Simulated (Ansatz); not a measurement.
```
CELL_PARAMETERS angstrom
      3.09558     0.00000     0.00000
     -1.54779     2.68085     0.00000
      0.00000     0.00000    25.86400
ATOMIC_POSITIONS crystal
  F  0.66667 0.33333 0.37739
  Mg 0.00000 0.00000 0.41397
  F  0.33333 0.66667 0.45037
  F  0.66667 0.33333 0.54963
  Mg 0.00000 0.00000 0.58603
  F  0.33333 0.66667 0.62261
```

Levels used, each named beside its values: PBE+D3(BJ) (plane waves to 420 eV, PAW; Ansatz, a first-principles code); r2SCAN (plane waves to 500 eV, PAW; Ansatz); HSE06 (plane waves to 420 eV, PAW; Ansatz). Geometries and values that name no level are of the first. Spin–orbit coupling is left out; PBE gaps are too small against experiment. Its k-point mesh 12×12×1, Fermi–Dirac width 0.01 eV. HSE06 ran on meshes of its own (9×9×1); its edges and gaps are taken over the mesh and over extra points off it, mostly where PBE has its edges. A dipole correction is on.

Name the layers and their stacking, and give its binding and gap.

2 layers of MgF2-1T, started at parallel, no shift (facing atoms over hollows or bridges).
| Property | Result |
|---|---|
| step of the vacuum level across the stack (top less bottom) | 0.00 eV |
| interaction energy of the frozen layers | -13.2 meV/Å² |
| interaction energy without the D3 term at this geometry | +2.0 meV/Å² |
| interaction energy at r2SCAN, without a dispersion term, at this geometry | -3.8 meV/Å² |
| r2SCAN gap over the mesh and listed points off it | 8.10 eV |
| PBE gap over the mesh and listed points off it | 7.17 eV, indirect (lowest direct gap 7.28 eV) |
| valence and conduction edges under the vacuum level of the lower face | 9.68 and 2.51 eV |
| HSE06 gap at the same geometry | 9.38 eV |
